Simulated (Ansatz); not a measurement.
Defect: interstitial As in silicon, charge state +1. These are PBE, PAW (plane waves to 420 eV; Ansatz, an electronic-structure program) values and carry that method's errors.

64-site cell at the relaxed PBE lattice, a 2×2×2 k-point mesh shifted by half a step, smearing 0.01 eV, spin-restricted, no finite-size correction. Static, classical nuclei. The charge state is imposed; whether it is stable for some Fermi level was not computed. Sites that were not tried may lie lower. The start lies 0.074 eV above the lowest site run (PBE).

Barriers: single points on a 3×3×3 k-point mesh shifted by half a step at the bands' geometries.

Relaxed starting cell (atoms counted from 1):

```xyz
65
Lattice="10.9400 0.0000 0.0000 0.0000 10.9400 0.0000 0.0000 0.0000 10.9400" Properties=species:S:1:pos:R:3 pbc="T T T"
Si    -0.0134    -0.0159     2.7294
Si     0.0175     0.0145     8.2104
Si    -0.0082     5.4684     2.7137
Si    -0.0161     5.4690     8.2112
Si     5.4710    -0.0112     2.7137
Si     5.4713    -0.0182     8.2110
Si     5.4749     5.4722     2.6847
Si     5.5152     5.5120     8.3777
Si     1.3512     4.1040     1.3541
Si     1.3219     4.0992     6.8380
Si     1.3670     9.5881     1.3488
Si     1.3511     9.5829     6.8332
Si     6.8486     4.1032     1.3463
Si     7.0153     4.0604     6.8774
Si     6.8481     9.5574     1.3795
Si     6.8484     9.5900     6.8338
Si     0.0177     2.7264    -0.0179
Si    -0.0160     2.7258     5.4682
Si    -0.0135     8.2075     0.0131
Si    -0.0078     8.2233     5.4685
Si     5.4716     2.7257     0.0149
Si     5.5152     2.5586     5.4253
Si     5.4711     8.2238     0.0076
Si     5.4753     8.2514     5.4643
Si     1.3367     1.3345     4.1201
Si     1.4047     1.4018     9.5349
Si     1.3202     6.9177     4.0188
Si     1.3367     6.8174     9.6023
Si     6.9206     1.3169     4.0185
Si     6.8198     1.3343     9.6022
Si     6.7982     6.7953     4.1408
Si     6.9205     6.9177     9.6204
Si     2.7291     0.0146    -0.0179
Si     2.7285    -0.0181     5.4678
Si     2.7285     5.4692     0.0145
Si     2.5612     5.5121     5.4259
Si     8.2101    -0.0159     0.0128
Si     8.2258    -0.0108     5.4686
Si     8.2264     5.4685     0.0079
Si     8.2542     5.4725     5.4644
Si     4.0625     4.0601     3.9241
Si     4.1021     4.0994     9.6169
Si     4.1056     9.5896     4.0913
Si     4.1062     9.5827     9.5882
Si     9.5925     4.1029     4.0910
Si     9.5854     4.1036     9.5888
Si     9.5601     9.5574     4.0916
Si     9.5907     9.5881     9.5726
Si     2.6567     2.6542     2.6820
Si     2.7792     2.7766     8.1604
Si     2.7580     8.2377     2.6986
Si     2.6572     8.2546     8.2818
Si     8.2407     2.7551     2.6984
Si     8.2579     2.6543     8.2823
Si     8.1728     8.1704     2.7669
Si     8.2404     8.2379     8.1821
Si     4.1064     1.3483     1.3543
Si     4.1019     1.3199     6.8375
Si     4.1060     6.8459     1.3462
Si     4.0637     7.0119     6.8771
Si     9.5910     1.3644     1.3485
Si     9.5854     1.3479     6.8335
Si     9.5600     6.8455     1.3800
Si     9.5926     6.8460     6.8336
As     4.7874     4.7843     6.1511
```
Cell charge +1.

End state 1 differs by these moves (Å; atoms that move under 0.08 Å are left out):

| atom | element | Δx | Δy | Δz |
|---|---|---|---|---|
| 8 | Si | -0.07 | 0.04 | -0.10 |
| 14 | Si | -0.08 | 0.20 | 0.08 |
| 22 | Si | 0.93 | -0.79 | 0.85 |
| 26 | Si | -0.08 | -0.03 | 0.08 |
| 31 | Si | 0.04 | 0.07 | -0.05 |
| 32 | Si | -0.08 | -0.03 | -0.01 |
| 36 | Si | 0.11 | 0.03 | 0.00 |
| 38 | Si | 0.09 | -0.10 | -0.08 |
| 41 | Si | -0.09 | 0.18 | 0.02 |
| 47 | Si | 0.09 | -0.06 | -0.04 |
| 50 | Si | -0.12 | -0.01 | 0.11 |
| 52 | Si | 0.08 | -0.04 | -0.08 |
| 54 | Si | -0.04 | 0.02 | -0.10 |
| 58 | Si | -0.15 | -0.05 | 0.12 |
| 60 | Si | 0.02 | -0.16 | -0.05 |
| 65 | As | -0.09 | -1.27 | -0.05 |

**Question.** What is the computed forward and backward barriers to end state 1 (PBE, PAW)?

**Answer.** forward 0.13 eV, backward 0.21 eV; at the saddle point atom 22 has neighbours As at 2.29; Si at 2.29, Si at 2.35, Si at 2.61 Å. The saddle point's order was not checked.
